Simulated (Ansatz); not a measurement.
# What O → C does to hypothetical CsCl type BaO

Start from BaO in the CsCl type structure (space group Pm-3m, No. 221; a = 3.276 Å; a hypothetical phase, not in the database extracts checked).

Perturbation: full substitution O → C; the structure is relaxed again.

Level of theory: PBEsol in Ansatz (plane waves to 420 eV, PAW, without spin-orbit coupling). Settings: 13×13×13 k-points, 0.05 eV Fermi–Dirac smearing, for the changed cell.

The volume per atom grows by 3.154 Å³ (17.57 Å³ → 20.73 Å³) and the density falls by 1.26 g/cm³ to 5.98 g/cm³. The lattice parameter a rises by 0.185 Å, from 3.276 Å to 3.461 Å and the space group is still Pm-3m (No. 221). The shortest interatomic distance goes up by 0.160 Å (2.837 Å → 2.997 Å) and the band gap changes from 1.75 eV to zero.

Cost of the whole job for the changed cell (relaxation, final SCF and bands): very roughly 12 core-seconds.

No phonon test of stability was made. As relaxed here, BaC is a hypothetical phase, not in the database extracts checked. All final runs are without spin polarisation.

Ansatz is an electronic-structure program.
